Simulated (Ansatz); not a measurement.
Functionals side by side, with their cost (level): SiO₂ (P3_221, 9 atoms in the cell)

Cell: a = 4.8482 Å, b = 4.8482 Å, c = 5.3561 Å, α = 90.00°, β = 90.00°, γ = 120.00°.

Program: Ansatz (a program for electronic structure), PAW files made with PBE; each row names its functional.

Base settings: basis.ecutwfc = 420 eV; kpoints.mp_grid.grid = 4 4 3; hamiltonian.xc = hse06; hamiltonian.pseudopotentials = {kind: paw} (the program's default PAW files); scf.occupations.method = fixed.

Differences are taken from HSE06, a reference of convenience: it is no measurement, and no ranking of the functionals follows.

Core times come from one kind of shared machine and are given to one figure; runs under 30 s give none.

The starting cell comes from a database of computed structures (which also holds hypothetical and non-ambient phases and stackings), without a prior relaxation at this level. Its lattice was rescaled by a random factor within 2.5 % of one. In the base run, with a pressure of about 10 GPa the cell is away from its equilibrium volume at this level. Ansatz's pressure includes its estimate of the finite-basis (Pulay) stress.

| level | gap on the mesh less reference (eV) | pressure less reference (GPa) | largest difference in the force on any atom (eV/Å) | core time / reference (rough) |
|---|---|---|---|---|
| PBE | -1.834 | 5.47 | 0.338 | – |
| PBE0 | 0.764 | -0.14 | 0.007 | 0.7 |
| HSE06 | 0.000 | 0.00 | 0.000 | 1 |

Keys are those of Ansatz 0.2.
